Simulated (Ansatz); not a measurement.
BN (F-43m), r2SCAN, rigid bands (Ansatz, a first-principles code): N_c = 2.07e19 cm⁻³ at 300 K and an electron conductivity mass of 0.381 mₑ.

Question: For 1e17 electrons per cm³ at 300 K, place the Fermi level, estimate the Seebeck coefficient of a parabolic band with constant τ, and give mobility and conductivity for τ = 10 fs.

Answer: The level lies k_BT ln(N_c/n) = 0.138 eV below the conduction-band minimum. S ≈ −(k_B/e)[ln(N_c/n) + 5/2] = -675 μV/K, against -674 μV/K from the full bands (mean over directions). μ = eτ/m = 46.2 cm²/(V·s) and σ = neμ = 0.740 S/cm. τ is assumed, not computed.

Band transport and this doping are assumed; polarons and phonon drag are left out. Spin-orbit coupling is left out. Geometry: cell and atoms relaxed with PBEsol.
